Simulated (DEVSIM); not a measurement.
System: Schottky contact on n-type Si, at 250 K.

| layer (left to right) | material | thickness (μm) | Nd (cm⁻³) | τn (s) | τp (s) |
|---|---|---|---|---|---|
| 1 | Si | 0.310 | 3e16 | 6.6e-7 | 6.6e-7 |

Left contact: Schottky, work function 4.76 eV, emission velocity 8.1e6 cm/s. Right contact: ohmic. Voltage is applied to the left contact. Recombination: SRH at mid-gap, radiative. Mobility is constant in doping.

Constants are typed, rounded textbook-type inputs, not results; the design itself was drawn at random and stands for no fabricated device. Values at 300 K; Nc and Nv go as T^1.5, mobilities as T to minus their exponent, the gap by Varshni's rule with the affinity fixed.

| parameter | Si |
|---|---|
| gap (eV) | 1.124 |
| affinity (eV) | 4.05 |
| permittivity | 11.7 |
| Nc (cm⁻³) | 2.86e19 |
| Nv (cm⁻³) | 3.1e19 |
| μn (cm²/Vs) | 1417 |
| μp (cm²/Vs) | 470 |
| T exponent of μn | 2.3 |
| T exponent of μp | 2.2 |
| B (cm³/s) | 4.7e-15 |
| Varshni α (eV/K) | 0.000473 |
| Varshni β (K) | 636 |

DEVSIM, 1D drift-diffusion, Boltzmann statistics, complete ionisation; no tunnelling, impact ionisation, image-force lowering or self-heating. Metal contacts follow the ideal Schottky-Mott rule: no Fermi-level pinning, no interface dipoles.

Q: Tabulate band edges, carrier densities and field at zero bias.

A: Energies count from the Fermi level of the right contact; mesh points crowd at the junctions.

```
x (μm)    Ec (eV)  Ev (eV)  n (cm⁻³)  p (cm⁻³)  field (V/cm)
--------  -------  -------  --------  --------  ------------
0.000       0.710   -0.426    110000    6.1e10        -71000
0.005362    0.672   -0.464    600000    1.1e10        -69000
0.01173     0.630   -0.506   4400000     1.5e9        -66000
0.01767     0.591   -0.545     2.6e7     2.5e8        -63000
0.03025     0.516   -0.620     8.7e8   7400000        -57000
0.04128     0.456   -0.681    1.4e10    450000        -52000
0.05158     0.404   -0.732    1.5e11     42000        -47000
0.07337     0.312   -0.824    1.1e13       580        -37000
0.08840     0.262   -0.874    1.2e14     < 1e2        -30000
0.1103      0.206   -0.930    1.5e15     < 1e2        -20000
0.1364      0.168   -0.968    9.0e15     < 1e2        -10000
0.1672      0.149   -0.987    2.2e16     < 1e2         -3200
0.1942      0.144   -0.992    2.7e16     < 1e2          -980
0.2170      0.143   -0.993    2.9e16     < 1e2          -350
0.2397      0.142   -0.994    3.0e16     < 1e2          -120
0.2553      0.142   -0.994    3.0e16     < 1e2           -60
0.2684      0.142   -0.994    3.0e16     < 1e2           -33
0.2795      0.142   -0.994    3.0e16     < 1e2           -20
0.2905      0.142   -0.994    3.0e16     < 1e2           -13
0.2981      0.142   -0.994    3.0e16     < 1e2           -11
0.3045      0.142   -0.994    3.0e16     < 1e2           ≈ 0
0.3100      0.142   -0.994    3.0e16     < 1e2           ≈ 0
```
